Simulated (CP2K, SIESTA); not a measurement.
A CP2K input for a self-consistent single point of BeSe (F-43m, 2 atoms in the cell) (DFT PBE, GPW, DZVP-MOLOPT-SR-GTH basis, GTH-PBE potentials (GTH_POTENTIALS)):

```
&GLOBAL
  PROJECT run
  RUN_TYPE ENERGY_FORCE
  PRINT_LEVEL MEDIUM
&END GLOBAL
&FORCE_EVAL
  METHOD Quickstep
  STRESS_TENSOR ANALYTICAL
  &DFT
    BASIS_SET_FILE_NAME BASIS_MOLOPT
    POTENTIAL_FILE_NAME GTH_POTENTIALS
    &QS
      METHOD GPW
      EPS_DEFAULT 1E-10
    &END QS
    &MGRID
      CUTOFF 600
      REL_CUTOFF 40
      NGRIDS 5
    &END MGRID
    &SCF
      SCF_GUESS ATOMIC
      EPS_SCF 1E-6
      MAX_SCF 100
      ADDED_MOS 4
      &DIAGONALIZATION
        ALGORITHM STANDARD
      &END DIAGONALIZATION
      &MIXING
        METHOD BROYDEN_MIXING
        ALPHA 0.3
        NBUFFER 10
        BETA 1.5
      &END MIXING
    &END SCF
    &KPOINTS
      SCHEME MONKHORST-PACK 11 11 11
    &END KPOINTS
    &XC
      &XC_FUNCTIONAL PBE
      &END XC_FUNCTIONAL
    &END XC
    &PRINT
      &MO
        EIGENVALUES T
        OCCUPATION_NUMBERS T
        NDIGITS 8
        FILENAME mo
        &EACH
          QS_SCF 0
        &END EACH
        ADD_LAST NUMERIC
      &END MO
      &MULLIKEN ON
      &END MULLIKEN
    &END PRINT
  &END DFT
  &SUBSYS
    &CELL
      ABC 3.67511500 3.67511529 3.67511530
      ALPHA_BETA_GAMMA 60.00000098 59.99999366 59.99999362
      PERIODIC XYZ
    &END CELL
    &COORD
      SCALED
      Be       0.00000000     0.00000000     0.00000000
      Se       0.25000000     0.25000000     0.25000000
    &END COORD
    &KIND Be
      BASIS_SET DZVP-MOLOPT-SR-GTH-q4
      POTENTIAL GTH-PBE-q4
    &END KIND
    &KIND Se
      BASIS_SET DZVP-MOLOPT-SR-GTH-q6
      POTENTIAL GTH-PBE-q6
    &END KIND
  &END SUBSYS
  &PRINT
    &FORCES ON
    &END FORCES
    &STRESS_TENSOR ON
    &END STRESS_TENSOR
  &END PRINT
&END FORCE_EVAL
```

Give the SIESTA input for the same structure, mesh, smearing and functional.

This is the input that was run; spellings and numerical settings could be chosen otherwise.

```
# files in the folder: Be.psml Se.psml (PseudoDojo PBE standard)
SystemName  BeSe
SystemLabel BeSe

NumberOfAtoms                2
NumberOfSpecies              2
%block ChemicalSpeciesLabel
  1 4 Be
  2 34 Se
%endblock ChemicalSpeciesLabel
LatticeConstant              1.0 Bohr
%block LatticeVectors
     0.000000000    4.910829390    4.910829390
     4.910829390    0.000000000    4.910829390
     4.910829390    4.910829390    0.000000000
%endblock LatticeVectors
AtomicCoordinatesFormat      Ang
%block AtomicCoordinatesAndAtomicSpecies
     0.000000000    0.000000000    0.000000000  1
     1.299349500    1.299349500    1.299349500  2
%endblock AtomicCoordinatesAndAtomicSpecies

XC.functional                GGA
XC.authors                   PBE
PAO.BasisSize                DZP
PAO.EnergyShift              0.005 Ry
PAO.Polarization.NonPerturbative true
MeshCutoff                   350 Ry
%block kgrid.MonkhorstPack
   11   0   0  0.0
    0  11   0  0.0
    0   0  11  0.0
%endblock kgrid.MonkhorstPack
OccupationFunction           FD
ElectronicTemperature        10 K

MaxSCFIterations             150
SCF.Mixer.Method             Broyden
SCF.Mixer.Weight             0.2
SCF.Mixer.History            8
SCF.DM.Tolerance             1.0E-05
Diag.ParallelOverK           true
WriteForces                  true
```

Basis settings and potentials, where a program has them, do not carry over. This input uses DFT, GGA PBE, numerical atomic orbitals DZP, PseudoDojo PBE standard norm-conserving potentials (rewritten from UPF to PSML). Both were run: pressure -0.20 GPa in CP2K and -2.40 in SIESTA; gap on the mesh 3.580 eV in CP2K and 3.063 in SIESTA.

On CP2K: the starting cell comes from a database of computed structures (which also holds hypothetical and non-ambient phases and stackings), without a prior relaxation at this level. Its lattice was rescaled by a random factor within 2.5 % of one. Values carry the incompleteness of an atom-centred basis.

On SIESTA: the starting cell comes from a database of computed structures (which also holds hypothetical and non-ambient phases and stackings), without a prior relaxation at this level. Its lattice was rescaled by a random factor within 2.5 % of one. Values carry the incompleteness of an atom-centred basis.
